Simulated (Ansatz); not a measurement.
## ZnAu, pressure series

Base system: ZnAu in the CsCl type structure (space group Pm-3m, No. 221).

```xyz
2
Lattice="3.1868 0.0000 0.0000 0.0000 3.1868 0.0000 0.0000 0.0000 3.1868" Properties=species:S:1:pos:R:3 pbc="T T T"
Zn     1.5934     1.5934     1.5934
Au     0.0000     0.0000     0.0000
```

Cell and atoms are relaxed at each pressure.

Level of theory: PBE/PAW in Ansatz (an electronic-structure program), without spin-orbit coupling.

Notes on the quantities. enthalpy: H = E + PV relative to the base's energy.

```tsv
case	shortest interatomic distance	enthalpy	density
base	276.0 pm	–	13.46 g/cm³
pressure −2 GPa	277.7 pm	-0.20 eV/atom	13.22 g/cm³
pressure −1 GPa	276.8 pm	-0.10 eV/atom	13.34 g/cm³
pressure 0.3 GPa	275.7 pm	+0.03 eV/atom	13.50 g/cm³
pressure 0.7 GPa	275.4 pm	+0.07 eV/atom	13.54 g/cm³
pressure 1.5 GPa	274.8 pm	+0.15 eV/atom	13.63 g/cm³
pressure 3 GPa	273.8 pm	+0.30 eV/atom	13.79 g/cm³
pressure 5 GPa	272.5 pm	+0.50 eV/atom	13.99 g/cm³
pressure 7.5 GPa	270.9 pm	+0.74 eV/atom	14.23 g/cm³
pressure 10 GPa	269.6 pm	+0.97 eV/atom	14.45 g/cm³
```

Load acts through the strain it causes; cell and atoms are relaxed under it. Stability against distortions was not tested. No other phases were tried under pressure.
